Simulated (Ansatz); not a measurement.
We consider CdSe (model structure, started from the BeO type, P4₂/mnm, No. 136, 8 atoms in the cell), described by r²SCAN in Ansatz (plane waves, PAW).

Run with plane-wave cutoff 560 eV, 6×6×8 k mesh (along the axes of the cell as run), Fermi–Dirac smearing 0.01 eV, scalar-relativistic PAW data made under PBE.

Cell (relaxed at this level):

```
CdSe
1.0
    7.44842     0.00000     0.00000
    0.00000     7.44842     0.00000
    0.00000     0.00000     4.37245
Cd Se
4 4
Direct
  0.32331   0.67669   0.00000
  0.67669   0.32331   0.00000
  0.82331   0.82331   0.50000
  0.17669   0.17669   0.50000
  0.31539   0.31539   0.00000
  0.68461   0.68461   0.00000
  0.18461   0.81539   0.50000
  0.81539   0.18461   0.50000
```

What does this level give for the band gap?


* **band gap**: 1.22 eV

Note: the relaxation could raise the start's symmetry but not lower it, so the cell can be a saddle point.

Spin–orbit coupling is not included.

The computed numbers hold no vibrational or temperature effects.

Computing time: about 80 core-seconds (a rough figure).

A model structure was made by putting elements into a prototype or built by hand; it is no filed structure, need not be a known phase, and can be a saddle point held by its symmetry.

Ansatz is a program for electronic structure.
